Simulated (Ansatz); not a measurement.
An Ansatz (a program for electronic structure) run: RbAu5 with a change (uniaxial stress, 1 GPa compression along x); PBEsol (Ansatz; PAW; 420 eV plane waves; no SOC).

Input:

Ansatz 0.2 input:
```yaml
crystal:
  lattice:
    - [5.7673562367, 0, 0]
    - [-2.8836781184, 4.9946770137, 0]
    - [0, 0, 4.4335887193]
  atoms:
    - { symbol: Rb, position: [0, 0, 0] }
    - { symbol: Au, position: [0.6666666667, 0.3333333333, 0] }
    - { symbol: Au, position: [0.3333333333, 0.6666666667, 0] }
    - { symbol: Au, position: [0.5, 0, 0.5] }
    - { symbol: Au, position: [0.5, 0.5, 0.5] }
    - { symbol: Au, position: [0, 0.5, 0.5] }
basis: { ecutwfc: 420, ecutrho_ratio: 4, xc_grid: 2, fft_grid_basis: typed }
kpoints: { mp_grid: { grid: [9, 9, 11] } }
hamiltonian:
  xc: pbesol
  dispersion: none
  pseudopotentials: { kind: paw }
scf: { occupations: { method: fermi_dirac, width: 0.05 } }
relax: { f_tol: 0.005, max_steps: 50, cell: { stress_tol: 0.01, sigma_target: [1, 0, 0, 0, 0, 0] } }
output: { forces: true, stress: true }
checkpoint: { write: state.ck, write_every: 1000 }
```

Output (explanatory and most iteration lines left out):

```
Relaxation: its limit of steps is 50 (relax.max_steps)
Pseudopotential: Rb, paw, valence charge 9
Pseudopotential: Au, paw, valence charge 19
Crystal: 6 atoms, lattice volume = 127.714 Å³
Basis set: ecut = 420 eV, 2547 PW (Γ), exchange–correlation on 80×80×60 points (8 copies of the dense FFT grid, shifted against one another)
Bands: 63, of which v1, the nominal top of the filled ones, is band 52 counted from 1 (51 counted from 0)
Symmetry: 8 space group operations
k-points: 150 of 891
Functional: x = pbesol(κ = 0.804, μ = 0.12345679012345678), c = pbesol(β = 0.046)
SCF iter   1: F=—  HF=-68253.400918 eV  |F-HF|=—  |Δ(HF+E_count)|=         —  Δρ=5.43e-3  dr2=4.29e-2  ethr=1.77e-3  ⟨swp⟩=6.2  Hψ=36408  notcnv=0  defer=110
SCF iter   2: F=—  HF=-68253.406535 eV  |F-HF|=—  |Δ(HF+E_count)|=   5.62e-3  Δρ=6.39e-3  dr2=5.35e-2  ethr=4.13e-5  ⟨swp⟩=2.1  Hψ=19010  notcnv=0  defer=553
SCF 1 converged in 6 iterations: F = -68253.390221 eV  dr2 = 2.78e-8
relax step   1: F+E_penalty+E_count = -68253.39022116 eV  Δ(F+E_penalty+E_count) = +0.000e0 eV  max|allowed force component| = 1.376e-8 eV/Å  Δτ_max = 0.0000 Å  P = +0.014 GPa  Ω = 127.714 Å³  (6 SCF iters, dr2 threshold 1.00e-7 eV, accepted)
[... steps on the carried basis left out ...]
relax step   5: F+E_penalty+E_count = -68253.38621692 eV  Δ(F+E_penalty+E_count) = +1.312e-4 eV  max|allowed force component| = 3.034e-4 eV/Å  Δτ_max = 0.0000 Å  P = +0.332 GPa  Ω = 127.013 Å³  stress off target by 4.62e-3 GPa  SCF on the basis re-selected at this cell (its energy is not comparable with the rows above)  (8 SCF iters)
SCF converged after 8 iterations
Free energy (F): -68253.386217 eV
Internal energy: -68253.377414 eV  (E = F + TS)
E sigma→0 (E₀):  -68253.381815 eV
Entropy (-TS):   -0.008803 eV (-1.467 meV/atom)
Fermi energy:    15.217026 eV
--- Forces (eV/Å), atoms counted from 1 ---
  atom   1  Rb     0.00000000    -0.00000000     0.00000000
  atom   2  Au     0.00000000    -0.00030340     0.00000000
  atom   3  Au    -0.00000000     0.00030340     0.00000000
  atom   4  Au     0.00000000     0.00000000     0.00000000
  atom   5  Au     0.00000000    -0.00000000     0.00000000
  atom   6  Au     0.00000000     0.00000000     0.00000000
--- Stress (GPa, compression-positive) ---
        0.996172       0.000000      -0.000000
        0.000000       0.004624       0.000000
       -0.000000       0.000000      -0.004135
  P = ⅓ Tr σ = 0.3322 GPa (3.322 kbar)
--- Relaxed structure (4 steps of the walk, 4 accepted, 1 SCFs on fresh bases) ---
  cell:  # Å, volume = 127.0130 Å³
    - [5.696186641548729, 2.851116889335158e-11, -3.9150359757356934e-33]
    - [-2.8480933207994, 5.001816942197656, 1.0024417592334579e-33]
    - [-3.348753076165766e-33, -8.477855889027256e-34, 4.457959908643644]
  atoms:
    - { symbol: Rb, position: [-2.261161752761684e-22, -4.522323505255223e-22, -1.6396759729402849e-35] }
    - { symbol: Au, position: [0.6666105412943002, 0.33322108258860006, -2.233575748618553e-35] }
    - { symbol: Au, position: [0.33338945870569986, 0.6667789174114, -2.776569829238669e-35] }
    - { symbol: Au, position: [0.5, -4.522315154480896e-22, 0.49999999999999994] }
    - { symbol: Au, position: [0.5, 0.5, 0.49999999999999994] }
    - { symbol: Au, position: [3.3632080461109083e-34, 0.5000000000000001, 0.49999999999999994] }
```

Without a gap, meshes like the base's 9×9×11 leave anisotropic stresses uncertain by several tenths of a GPa, and small strain energies with them. Load acts through the strain it causes; cell and atoms are relaxed under it. sigma_target is in GPa, compression positive, in the order xx, yy, zz, yz, xz, xy. Stability under load was not tested beyond the relaxation. The cell was made from RbAu5 (space group P6/mmm, No. 191) by this change: uniaxial stress, 1 GPa compression along x.
